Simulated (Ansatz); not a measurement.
Candidates (primitive cells; geometry: cell and atoms relaxed with PBEsol):
A. RuAs2 (Pnnm), a = 5.4265 Å, b = 6.1663 Å, c = 2.9659 Å, α = 90.00°, β = 90.00°, γ = 90.00°
B. AlAs (F-43m), a = b = c = 4.0126 Å, α = β = γ = 60.00°
C. GaAs (F-43m), a = b = c = 4.0016 Å, α = β = γ = 60.00°

Problem. Put the candidates in order of electron conductivity mass, highest first, for PBEsol, rigid bands run with Ansatz (a first-principles code).

Solution. A (0.77 mₑ), B (0.33 mₑ), C (0.033 mₑ)

Masses are for dilute carriers at 300 K, harmonic means over directions unless an axis is named. Spin-orbit coupling is left out.

Formula and space group known from diffraction (Crystallography Open Database), not checked to be the room-temperature form: RuAs2 (Pnnm).
